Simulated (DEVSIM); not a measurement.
# abrupt Si n-p junction

Structure: abrupt Si n-p junction, at 300 K.

```csv
layer (left to right),material,thickness (μm),Nd (cm⁻³),Na (cm⁻³),τn (s),τp (s)
1,Si,2.00,7.6e16,-,9.3e-7,9.3e-7
2,Si,16.0,-,3.5e17,9.3e-7,9.3e-7
```

Left contact: ohmic. Right contact: ohmic. Voltage is applied to the left contact. Recombination: SRH at mid-gap. Gap narrowing is on: ΔEg = 6.92 meV × (l + √(l² + 0.5)), l = ln(N/1.3e17 cm⁻³), shared equally by both band edges. Mobility is μmin + (μ − μmin)/(1 + (N/Nref)^α).

This is a model device: material constants are rounded textbook-type values typed into the input, and sizes, dopings and lifetimes were drawn at random. Values at 300 K.

```tsv
parameter	Si
gap (eV)	1.124
affinity (eV)	4.05
permittivity	11.7
Nc (cm⁻³)	2.86e19
Nv (cm⁻³)	3.1e19
μn (cm²/Vs)	1417
μp (cm²/Vs)	470
μn,min	52
μp,min	45
Nref,n	9.7e16
Nref,p	2.2e17
αn	0.68
αp	0.72
```

Simulated with DEVSIM: 1D drift-diffusion, Boltzmann statistics, complete ionisation; no tunnelling, impact ionisation, image-force lowering or self-heating.

| Property | Value |
|---|---|
| Potential step across the device at zero bias | 0.846 V |
| Largest field in the device at zero bias | 120000 V/cm |
| Dark forward voltage at 1 A/cm² | 0.649 V |
| Dark forward voltage at 100 A/cm² | 0.784 V |

Dark forward current:

| V (V) | J (A/cm²) |
|---|---|
| -0.05 | -1.7e-9 |
| -0.10 | -6.2e-9 |
| -0.15 | -2.1e-8 |
| -0.20 | -7.6e-8 |
| -0.25 | -3.3e-7 |
| -0.30 | -1.8e-6 |
| -0.35 | -1.1e-5 |
| -0.40 | -7.0e-5 |
| -0.45 | -0.00047 |
| -0.50 | -0.0032 |
| -0.60 | -0.15 |
| -0.65 | -1.1 |
| -0.70 | -7.0 |
| -0.75 | -40 |
| -0.80 | -160 |
| -0.85 | -390 |
| -0.90 | -750 |
| -0.95 | -1200 |
| -1.00 | -1900 |
| -1.05 | -2700 |
